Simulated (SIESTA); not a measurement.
SIESTA run on Sr₃Ag₂ (R-3, 15 atoms in the cell): self-consistent single point.

Computed with GGA PBEsol, numerical atomic orbitals SZ, PseudoDojo PBEsol standard norm-conserving potentials (rewritten from UPF to PSML) (SIESTA 5.4.2).

```xyz
15
Lattice="4.9810 2.8758 6.2033 -4.9810 2.8758 6.2033 0.0000 -5.7516 6.2033" Properties=species:S:1:pos:R:3 pbc="T T T"
Sr    -2.5652     2.8223     7.9527
Sr    -1.1616    -3.6327     7.9527
Sr     3.7268     0.8104     7.9527
Sr     2.5652    -2.8223    10.6573
Sr     1.1616     3.6327    10.6573
Sr    -3.7268    -0.8104    10.6573
Ag     0.9050     2.6610     7.3758
Ag    -2.7570    -0.5467     7.3758
Ag     1.8519    -2.1143     7.3758
Ag    -0.9050    -2.6610    11.2342
Ag     2.7570     0.5467    11.2342
Ag    -1.8519     2.1143    11.2342
Sr     0.0000     0.0000     9.3050
Sr     0.0000     0.0000     5.4490
Sr     0.0000     0.0000    13.1610
```

Reference input (self-consistent single point, DFT, GGA PBEsol, numerical atomic orbitals DZP, PseudoDojo PBEsol standard norm-conserving potentials (rewritten from UPF to PSML)): XC.functional = GGA; XC.authors = PBEsol; potentials = PseudoDojo PBEsol standard; PAO.BasisSize = DZP; PAO.EnergyShift = 0.005 Ry; MeshCutoff = 400 Ry; kgrid.MonkhorstPack = 3 3 3; OccupationFunction = FD; ElectronicTemperature = 1160.45 K; MaxSCFIterations = 150; SCF.Mixer.Method = Pulay; SCF.Mixer.Weight = 0.25. This run's input differs from it in these lines:

```diff
@@ -37,3 +37,3 @@
 XC.authors                   PBEsol
-PAO.BasisSize                DZP
+PAO.BasisSize                SZ
 PAO.EnergyShift              0.005 Ry
```

The program printed (abridged):

```
        iscf     Eharris(eV)        E_KS(eV)     FreeEng(eV)     dDmax    Ef(eV) dHmax(eV)
   scf:    1   -33538.472916   -33617.453582   -33617.525690  0.804271 -0.205903  0.893180
   scf:    2   -33617.528931   -33617.492229   -33617.563929  0.026186 -0.139787  0.579762
   scf:    3   -33617.547234   -33617.523196   -33617.594021  0.047925 -0.004187  0.076224
   scf:    4   -33617.523753   -33617.523480   -33617.594149  0.006058 -0.000038  0.014127
   scf:    5   -33617.523553   -33617.523516   -33617.594154  0.001648 -0.000141  0.004370
   scf:    6   -33617.523473   -33617.523495   -33617.594155  0.000777  0.000304  0.000530
   scf:    7   -33617.523496   -33617.523496   -33617.594155  0.000057  0.000292  0.000148
   scf:    8   -33617.523496   -33617.523496   -33617.594155  0.000015  0.000283  0.000044
   scf:    9   -33617.523496   -33617.523496   -33617.594155  0.000007  0.000280  0.000000
SCF Convergence by DM+H criterion
max |DM_out - DM_in|         :     0.0000069185
max |H_out - H_in|      (eV) :     0.0000000677
SCF cycle converged after 9 iterations

Using DM_out to compute the final energy and forces

siesta: E_KS(eV) =           -33617.5235

siesta: E_KS - E_eggbox =    -33617.5235

siesta: Atomic forces (eV/Ang):
     1   -0.053814   -0.227640    0.030422
     2    0.224049    0.067215    0.030421
     3   -0.170234    0.160424    0.030422
     4    0.053815    0.227640   -0.030422
     5   -0.224049   -0.067215   -0.030421
     6    0.170234   -0.160424   -0.030422
     7    0.051851   -0.206644    0.340745
     8    0.153033    0.148226    0.340745
     9   -0.204884    0.058417    0.340745
    10   -0.051851    0.206644   -0.340745
    11   -0.153033   -0.148226   -0.340745
   [... lines left out ...]
siesta: FreeEng =    -33617.594155
   [... lines left out ...]
siesta:    -0.045620    0.000000    0.000000
siesta:     0.000000   -0.045620    0.000000
siesta:     0.000000    0.000000   -0.051108

siesta: Cell volume =        533.149244 Ang**3

siesta: Pressure (static):
siesta:                Solid            Molecule  Units
siesta:           0.00051679          0.00057970  Ry/Bohr**3
siesta:           0.04744946          0.05322526  eV/Ang**3
siesta:          76.02241052         85.27626573  kBar
```

The run converged in 9 iterations. Against the reference run the pressure goes from 3.27 to 7.60 GPa and the largest force goes from 0.176 to 0.402 eV/Å.

The starting cell comes from a database of published, mostly measured structures (it also holds non-ambient and calculated ones), without a prior relaxation at this level. Values carry the incompleteness of an atom-centred basis.

Cost on one core of a shared machine: roughly 70 s.
